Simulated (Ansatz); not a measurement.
# Competing hops of interstitial Ga in wurtzite GaN, charge state +3

Consider interstitial Ga in wurtzite GaN, charge state +3. Computed with PBE, PAW (plane waves to 420 eV; Ansatz, an electronic-structure program).

Settings: 192 host sites, the relaxed PBE lattice, one k-point at (0.125, 0.250, 0.250), smearing 0.01 eV, spin-restricted, no image-charge correction. Static, classical nuclei. The charge state is imposed; whether it is stable for some Fermi level was not computed. Sites that were not tried may lie lower.

Barriers: single points on a 2×2×2 k-point mesh shifted by half a step along c at the bands' geometries.

| Route | Start site over the lowest site run (eV) | Hop (Å) | Forward barrier (eV) | Backward barrier (eV) | Neighbours at the start | Neighbours at the saddle | Saddle order | Forward, on the band's own sampling (eV) |
|---|---|---|---|---|---|---|---|---|
| several atoms move together, Ga the farthest | 0.00 | 1.86 | 0.69 | 0.56 | 3 Ga at 2.46; 3 N at 1.95 Å | Ga at 2.38; 2 N at 1.87, N at 1.93 Å | not checked | 0.68 |

Paths come from climbing-image nudged elastic band runs.
